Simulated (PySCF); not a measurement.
PySCF 2.14.0, B3LYP/def2-svp, df: Ag(Cl)(NH3) ([NH3]->[Ag][Cl]), 6 atoms. The geometry is a generated start, not checked to be a minimum at this level.

```json
{
 "task": "energy",
 "method": "b3lyp",
 "basis": "def2-svp",
 "two_electron_scheme": "density fitting",
 "mol.max_memory": "16000 MB",
 "mf.max_cycle": "100",
 "mf.DIIS": "ADIIS",
 "mf.init_guess": "minao (default)",
 "mf.diis_space": "8 (default)",
 "mf.conv_tol": "1e-09 (default)",
 "mf.grids.level": "3 (default)",
 "effective_core_potentials": "those of the basis set, past Kr",
 "basis_functions": "78",
 "grid_points": "84648"
}
```

Hardware: Arm Neoverse V2, 96 cores on 1 socket, no SMT, 1 L3 cache group; 94 cores' worth of CPU time may be used.

Run on 16 threads, 1 BLAS thread, it takes 1.6 s from launch to exit:

```bash
OMP_NUM_THREADS=16 OPENBLAS_NUM_THREADS=1 python -u run.py
```

From its output:

```
[INPUT] num. atoms = 6
[INPUT] num. electrons = 46
number of NR cGTOs = 78
basis = def2-svp
method = DFRKS
initial guess = minao
DIIS = <class 'pyscf.scf.diis.ADIIS'>
diis_space = 8
direct_scf = False
max_memory 16000 MB (current use 110 MB)
XC functionals = b3lyp
grids dens level: 3
tot grids = 84648
auxbasis = def2-svp-jkfit
max_memory = 16000
integrals held in memory: False
...
    CPU time for setting up grids      0.11 sec, wall time      0.08 sec
    CPU time for vxc      0.54 sec, wall time      0.04 sec
    CPU time for cholesky_eri      0.12 sec, wall time      0.04 sec
    CPU time for df vj and vk      0.16 sec, wall time      0.05 sec
init E= -651.181079485809
    CPU time for initialize scf      1.69 sec, wall time      0.26 sec
    CPU time for vxc      0.49 sec, wall time      0.04 sec
    CPU time for df vj and vk      0.04 sec, wall time      0.00 sec
cycle= 1 E= -662.646739151436  delta_E= -11.5  |g|= 1.81  |ddm|= 4.59
    CPU time for cycle= 1      0.54 sec, wall time      0.04 sec
    CPU time for vxc      0.49 sec, wall time      0.04 sec
    CPU time for df vj and vk      0.04 sec, wall time      0.00 sec
cycle= 2 E= -637.685492502201  delta_E=   25  |g|= 5.68  |ddm|= 16.7
    CPU time for cycle= 2      0.54 sec, wall time      0.05 sec
    CPU time for vxc      0.49 sec, wall time      0.04 sec
    CPU time for df vj and vk      0.03 sec, wall time      0.00 sec
cycle= 3 E= -662.733276327745  delta_E=  -25  |g|= 2.12  |ddm|= 15.7
    CPU time for cycle= 3      0.54 sec, wall time      0.05 sec
    CPU time for vxc      0.49 sec, wall time      0.04 sec
    CPU time for df vj and vk      0.03 sec, wall time      0.00 sec
...
    CPU time for df vj and vk      0.03 sec, wall time      0.00 sec
cycle= 14 E= -663.667310365745  delta_E= -8.13e-08  |g|= 8.27e-05  |ddm|= 0.000642
    CPU time for cycle= 14      0.55 sec, wall time      0.06 sec
    CPU time for vxc      0.49 sec, wall time      0.04 sec
    CPU time for df vj and vk      0.03 sec, wall time      0.00 sec
cycle= 15 E= -663.667310364574  delta_E= 1.17e-09  |g|= 0.000109  |ddm|= 0.00022
    CPU time for cycle= 15      0.55 sec, wall time      0.06 sec
    CPU time for vxc      0.49 sec, wall time      0.04 sec
    CPU time for df vj and vk      0.04 sec, wall time      0.00 sec
cycle= 16 E= -663.66731036743  delta_E= -2.86e-09  |g|= 1.96e-05  |ddm|= 0.00014
    CPU time for cycle= 16      0.55 sec, wall time      0.06 sec
    CPU time for vxc      0.50 sec, wall time      0.04 sec
    CPU time for df vj and vk      0.04 sec, wall time      0.00 sec
cycle= 17 E= -663.667310367512  delta_E= -8.25e-11  |g|= 4.58e-06  |ddm|= 1.56e-05
    CPU time for cycle= 17      0.56 sec, wall time      0.06 sec
    CPU time for vxc      0.49 sec, wall time      0.04 sec
    CPU time for df vj and vk      0.04 sec, wall time      0.00 sec
    CPU time for scf_cycle     11.56 sec, wall time      1.17 sec
    CPU time for SCF     11.56 sec, wall time      1.17 sec
converged SCF energy = -663.667310367509
SCF converged: True
wall of the SCF part: 1.177 s
```

Times are wall-clock medians of two to five runs, from launch to exit, with nothing else on the machine. Processes are pinned to neighbouring cores unless said otherwise. The times hold for this build (PyPI wheel: OpenMP (GNU), a bundled serial OpenBLAS 0.3.3 under its C layer, NumPy's threaded OpenBLAS held to generic ARMv8 kernels, libcint, Libxc). Scratch files lie in a memory file system.

**Question.** Read the timing block: which change would cut the largest part, on the same cores and with the result kept within 1.0 meV/atom in energy?

**Answer.** The largest part is exchange-correlation on the grid (vxc), 49 % of the time. The log has 19 such calls, with about 12 cores busy by their CPU and wall times. One change that relieves it (others may too): going from mf.DIIS = ADIIS, mf.damp = 0 (default), mf.diis_start_cycle = 1 (default) to mf.DIIS = CDIIS (default), mf.damp = 0.5, mf.diis_start_cycle = 5, the fastest of the measured ones that keep the result: 1.6 s to 1.1 s (1.4× as fast). The largest move is in exchange-correlation on the grid (vxc): 0.76 s to 0.48 s. The count of Fock builds goes from 19 to 12. SCF cycles go from 17 to 10. These two results differ by: energy under 0.001 meV/atom. Others tried: mf.damp = 0 (default), mf.diis_start_cycle = 1 (default), mf.diis_space = 16, mf.DIIS = CDIIS (default) (1.2 s); mf.damp = 0 (default), mf.diis_start_cycle = 1 (default), mf.DIIS = CDIIS (default) (1.2 s); mf.damp = 0 (default), mf.diis_start_cycle = 1 (default), mf.diis_space = 4, mf.DIIS = CDIIS (default) (1.4 s); mf.damp = 0 (default), mf.diis_start_cycle = 1 (default), mf.level_shift = 0.2 Hartree, mf.DIIS = CDIIS (default) (1.4 s); mf.damp = 0 (default), mf.diis_start_cycle = 1 (default), mf.level_shift = 0.5 Hartree, mf.DIIS = CDIIS (default) (1.7 s); mf.damp = 0.7, mf.diis_start_cycle = 999, mf.diis_space = not set, mf.DIIS = not set, mf.diis = false (1.8 s). Repeats scatter by up to 6 %. Launch, exit and the like take 0.38 s of the 1.1 s.
